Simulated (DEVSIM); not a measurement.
Device: Schottky contact on n-type GaN, at 300 K.

Layer 1 from the left is GaN, thickness (μm) 1.70, Nd (cm⁻³) 8e15, τn (s) 6.8e-10, τp (s) 6.8e-10.

Left contact: Schottky, work function 5.11 eV, emission velocity 5.4e6 cm/s. Right contact: ohmic. Voltage is applied to the left contact. Recombination: SRH at mid-gap, Auger. Mobility is constant in doping.

Constants are typed, rounded textbook-type inputs, not results; the design itself was drawn at random and stands for no fabricated device. Values at 300 K.

GaN: gap (eV) 3.43, affinity (eV) 4.1, permittivity 9.5, Nc (cm⁻³) 2.3e18, Nv (cm⁻³) 4.6e19, μn (cm²/Vs) 1200, μp (cm²/Vs) 100, Cn (cm⁶/s) 1e-30, Cp (cm⁶/s) 1e-30.

DEVSIM, 1D drift-diffusion, Boltzmann statistics, complete ionisation; no tunnelling, impact ionisation, image-force lowering or self-heating. Metal contacts follow the ideal Schottky-Mott rule: no Fermi-level pinning, no interface dipoles.

Task: What does the simulation give for the dark forward voltage at 100 A/cm², the dark forward voltage at 1 A/cm², the largest field in the device at zero bias, the potential step across the device at zero bias?

Result: dark forward voltage at 100 A/cm² 0.775 V; dark forward voltage at 1 A/cm² 0.640 V; largest field in the device at zero bias 50000 V/cm; potential step across the device at zero bias 0.864 V.
